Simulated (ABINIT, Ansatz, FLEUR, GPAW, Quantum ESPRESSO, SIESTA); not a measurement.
Code comparison for Mg₆GaB (Amm2, 8 atoms in the cell)

Self-consistent single point.

```yaml
crystal:
  lattice:
    - [4.04488, 0.00000, 0.00000]
    - [0.00000, 4.01985, 4.79101]
    - [0.00000, -4.01985, 4.79101]
  atoms:
    - { symbol: Mg, position: [0.00000, 0.84132, 0.38510] }
    - { symbol: Mg, position: [0.00000, 0.38510, 0.84132] }
    - { symbol: Mg, position: [0.00000, 0.35758, 0.35758] }
    - { symbol: Mg, position: [0.50000, 0.68792, 0.05018] }
    - { symbol: Mg, position: [0.50000, 0.05018, 0.68792] }
    - { symbol: Mg, position: [0.50000, 0.13063, 0.13063] }
    - { symbol: Ga, position: [0.50000, 0.56356, 0.56356] }
    - { symbol: B, position: [0.00000, 0.98372, 0.98372] }
```

All programs got the same cell, k-point mesh and kind of occupations (in Ansatz's words: kpoints.mp_grid.grid = 5 3 3; scf.occupations.method = fermi_dirac; scf.occupations.width = 0.05 eV); potentials, basis and cutoffs are each program's usual ones.

| code | model | pressure (GPa) | largest force (eV/Å) | k-points | cutoff |
|---|---|---|---|---|---|
| Ansatz | PBEsol, PAW files made with PBE | -1.41 | 0.095 | 12 | default |
| FLEUR | PBEsol, all-electron FLAPW (FLEUR), scalar-relativistic valence | – | 0.094 | 12 | Kmax 4.3 1/bohr |
| Quantum ESPRESSO | PBEsol, PseudoDojo standard norm-conserving (PBESOL) pseudopotentials | -1.33 | 0.090 | 12 | 85 Ry |
| GPAW | PBEsol, GPAW PAW datasets PBEsol (made by gpaw-setup) | – | 0.088 | 12 | 900 eV |
| SIESTA | GGA PBEsol, numerical atomic orbitals TZP, PseudoDojo PBEsol standard norm-conserving potentials (rewritten from UPF to PSML) | 0.54 | 0.100 | 23 | grid 400 Ry |
| ABINIT | PBEsol, norm-conserving pseudopotentials (PseudoDojo nc-sr-04 PBEsol standard) | -1.34 | 0.090 | 12 | 1143 eV |

Size of the force on each atom (eV/Å): Sizes of forces hide their directions.

```csv
code,Mg1,Mg2,Mg3,Mg4,Mg5,Mg6,Ga7,B8
Ansatz,0.048,0.048,0.041,0.031,0.031,0.090,0.028,0.095
FLEUR,0.050,0.050,0.036,0.031,0.031,0.088,0.026,0.094
Quantum ESPRESSO,0.046,0.046,0.045,0.028,0.028,0.087,0.029,0.090
GPAW,0.072,0.072,0.015,0.033,0.033,0.085,0.015,0.088
SIESTA,0.085,0.085,0.063,0.099,0.099,0.100,0.041,0.099
ABINIT,0.046,0.046,0.045,0.028,0.028,0.088,0.029,0.090
```

A dash marks a value that a program does not give, or that is left out as unsure.

The spread over the programs that give each value: pressure within 1.95 GPa; largest force within 0.012 eV/Å.

The starting cell comes from a database of computed structures (which also holds hypothetical and non-ambient phases and stackings), without a prior relaxation at this level. On Ansatz's run: Without a gap this mesh is coarse (it stands for a supercell whose shortest vector is 19 Å).

Q: Why do the programs differ, and what cannot be compared?

A: Differences of this kind can come from the potentials, where these differ, and from what each basis and cutoff leave unconverged. The valence holds different numbers of electrons (Ansatz (an electronic-structure program) 76, FLEUR 76, Quantum ESPRESSO 76, GPAW 66, SIESTA 76, ABINIT 76). The zero of total energies and Fermi levels follows the potentials and each program's conventions, so they are not compared here. SIESTA uses small atom-centred bases, whose incompleteness enters pressures, forces and empty levels differently from a plane-wave cutoff. FLEUR treats all electrons, but the usual bases taken here (sphere radii, linearisation, local orbitals, empty states) were not tested for convergence, so the values are no reference for the others. Ansatz's pressure is given at a fixed set of plane waves, as the other plane-wave codes print theirs. The pressure of GPAW is left out: its cutoff lies under the one at which its stress was checked. The programs reduce the same mesh by symmetry to different extents, which changes the work and not the result. In the pressure, SIESTA (by 1.89) lies more than 1 GPa from the median of the plane-wave programs. In the force vectors, SIESTA (by 0.189) lies more than 0.08 eV/Å from the median of the plane-wave programs.

The shared mesh is coarse (it stands for a supercell whose shortest vector is 19 Å), so the values are not converged in it.

Left out of this page: CP2K (unsound by tests on forces, stress, charge or solver warnings); Elk (not drawn, or without a comparable value).

Keys are those of Ansatz 0.2.
